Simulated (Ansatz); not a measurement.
Reference: HfIr₃ (Pm-3m), PBEsol, DFPT electron-phonon coupling, linearised Boltzmann equation (plane waves, PAW, scalar-relativistic; Ansatz, a quantum-chemistry and plane-wave program); geometry: relaxed with this functional, without spin-orbit coupling.

```xyz
4
Lattice="3.9232 0.0000 0.0000 0.0000 3.9232 0.0000 0.0000 0.0000 3.9232" Properties=species:S:1:pos:R:3 pbc="T T T"
Hf     0.0000     0.0000     0.0000
Ir     0.0000     1.9616     1.9616
Ir     1.9616     0.0000     1.9616
Ir     1.9616     1.9616     0.0000
```

- resistivity at 300 K = 10.6 μΩ·cm
- mean free path at 300 K = 9.5 nm

Question: Replace Hf by Zr on the same sites and relax. What happens?

Answer: ZrIr$_{3}$ (Pm-3m): volume per atom 15.1 to 15.2 Å³; resistivity at 300 K stays about the same (10.6 μΩ·cm to 10.1 μΩ·cm); mean free path at 300 K stays about the same (9.5 nm to 10.2 nm).

Question: Replace Ir by Rh on the same sites and relax. What happens?

Answer: HfRh3 (Pm-3m): volume per atom 15.1 to 14.8 Å³; resistivity at 300 K stays about the same (10.6 μΩ·cm to 11.2 μΩ·cm); mean free path at 300 K falls (9.5 nm to 7.7 nm).

Question: Replace Hf by Rh on the same sites and relax. What happens?

Answer: Ir₃Rh (Pm-3m): volume per atom 15.1 to 13.9 Å³; resistivity at 300 K falls (10.6 μΩ·cm to 5.2 μΩ·cm); mean free path at 300 K falls (9.5 nm to 8.0 nm).

Moves up to 12 % count as about the same. Metals; harmonic phonons alone scatter; means over directions. The mean free path is weighted by the current that each state carries. Halving the electron mesh moves these values by up to 8 %; q meshes are mostly untested. Some of the runs warned that the eigensolver left states short of its tolerance. Spin-orbit coupling is left out.

Formula and space group known from diffraction (Crystallography Open Database), not checked to be the room-temperature form: HfIr3 (Pm-3m), HfRh3 (Pm-3m), ZrIr3 (Pm-3m). Computed structure with no diffraction record at hand here (it may be known, metastable or hypothetical): Ir3Rh (Pm-3m). The missing spin-orbit coupling matters most for HfIr3 (Pm-3m), HfRh3 (Pm-3m), Ir3Rh (Pm-3m), ZrIr3 (Pm-3m).
